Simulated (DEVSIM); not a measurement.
System: abrupt Ge n-p junction, at 350 K.

Layer 1 from the left is Ge, thickness (μm) 26.0, Nd (cm⁻³) 1.5e16, τn (s) 1.2e-7, τp (s) 1.2e-7. Layer 2 from the left is Ge, thickness (μm) 1.10, Na (cm⁻³) 6.7e17, τn (s) 1.2e-7, τp (s) 1.2e-7.

Left contact: ohmic. Right contact: ohmic. Voltage is applied to the left contact. Recombination: SRH at mid-gap, radiative. Mobility is μmin + (μ − μmin)/(1 + (N/Nref)^α).

Constants are typed, rounded textbook-type inputs, not results; the design itself was drawn at random and stands for no fabricated device. Values at 300 K; Nc and Nv go as T^1.5, mobilities as T to minus their exponent, the gap by Varshni's rule with the affinity fixed.

Ge: gap (eV) 0.664, affinity (eV) 4, permittivity 16, Nc (cm⁻³) 1.04e19, Nv (cm⁻³) 6e18, μn (cm²/Vs) 3900, μp (cm²/Vs) 1900, μn,min 150, μp,min 100, Nref,n 2.6e17, Nref,p 4e17, αn 0.56, αp 0.6, T exponent of μn 1.66, T exponent of μp 2.33, B (cm³/s) 6.4e-14, Varshni α (eV/K) 0.000477, Varshni β (K) 235.

### Question
Estimate by hand the built-in potential, the peak field at zero bias, and compare with a numerical solution.

### Answer

- Built-in potential: ni = √(Nc Nv) exp(−Eg/2kT) = 2.28e14 cm⁻³ with Eg = 0.644 eV; Vbi = kT/q ln(Na Nd/ni²) = 0.367 V; numerical 0.367 V.
- Peak field at zero bias: depletion approximation: W = √(2εVbi/(qN)) = 0.210 μm with N = 1.47e16 cm⁻³; field = 2Vbi/W = 34900 V/cm; numerical 48700 V/cm (estimate below by 28 %).

Simulated with DEVSIM: 1D drift-diffusion, Boltzmann statistics, complete ionisation; no tunnelling, impact ionisation, image-force lowering or self-heating.
